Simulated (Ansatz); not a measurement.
Sc on the 1x1 (110) surface of bcc W, one in a 2x2 cell, energies for each (28.7 Å²). Energies are against an atom of hcp Sc, without zero-point or thermal terms; each row is named by its start.

Level of theory: PBE (plane waves to 420 eV, PAW; Ansatz, a program for electronic structure).

Set-up: 17 atoms, 6.6 Å thick at the start under the adsorbate (thin: gaps and levels are the slab's own); mesh 6x6x1; 0.1 eV smearing; dipole correction on; 8 atoms held, the rest relaxed; each run with such symmetry as its start has; no spin, no spin-orbit, no U, no dispersion correction.

A negative adsorption energy means that the adsorbate is more stable on the surface than in its reference. Starts that drift may end in the same place. Heights count from the host atoms within 0.3 Å of the top one.

```json
[
 {"starting site": "top W", "E_ads (eV)": "0.04", "height (Å)": "2.26", "nearest host atom (Å)": "W 2.40", "bonded to": "5 W", "Δ work function (eV)": "-2.24", "lateral drift (Å)": "0.0"},
 {"starting site": "hollow W-W-W", "E_ads (eV)": "-0.55", "height (Å)": "2.15", "nearest host atom (Å)": "W 2.72", "bonded to": "4 W", "Δ work function (eV)": "-2.49", "lateral drift (Å)": "0.6"},
 {"starting site": "bridge W-W (span 2.8 Å)", "E_ads (eV)": "-0.21", "height (Å)": "2.21", "nearest host atom (Å)": "W 2.65", "bonded to": "4 W", "Δ work function (eV)": "-2.41", "lateral drift (Å)": "0.0"},
 {"starting site": "bridge W-W (span 3.2 Å)", "E_ads (eV)": "-0.55", "height (Å)": "2.15", "nearest host atom (Å)": "W 2.72", "bonded to": "4 W", "Δ work function (eV)": "-2.49", "lateral drift (Å)": "0.0"}
]
```
